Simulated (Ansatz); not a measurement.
Base system: VO₂ in the rutile structure (space group P4_2/mnm, No. 136; ferromagnetic).

```
CELL_PARAMETERS angstrom
      4.53622     0.00000     0.00000
      0.00000     4.53622     0.00000
      0.00000     0.00000     2.80233
ATOMIC_POSITIONS crystal
  V  0.00000 0.00000 0.00000
  V  0.50000 0.50000 0.50000
  O  0.29899 0.29899 0.00000
  O  0.79899 0.20101 0.50000
  O  0.20101 0.79899 0.50000
  O  0.70101 0.70101 0.00000
```

Calculations: PBEsol (Ansatz, a first-principles code), no spin-orbit coupling.

Before the change:

The largest site moment is 0.79 μB and the c/a ratio is 0.618. The shortest interatomic distance is 1.904 Å.

Now apply this change: Tl takes the place of V on all its sites, then cell and atoms are relaxed.

Tabulated Pauling electronegativity and covalent radius: V 1.63, 1.53 Å; Tl 1.62, 1.45 Å.

Problem. How does this affect the largest site moment?

Solution. The largest site moment falls by 0.34 μB to 0.45 μB.

Problem. How does this affect the c/a ratio?

Solution. The c/a ratio grows by 0.062 to 0.680.

Problem. What does the calculation give for the shortest interatomic distance after the change?

Solution. The shortest interatomic distance increases by 0.2794 Å to 2.184 Å.

The magnetic state is the one reached from the starting moments; the real material's order can differ, and small cells can't hold many antiferromagnetic ones. Whether these cells are dynamically stable was not tested. As relaxed here, TlO2 is a hypothetical phase, not in the database extracts checked. No Hubbard U is applied, and correlation can decide whether such a compound is a metal.
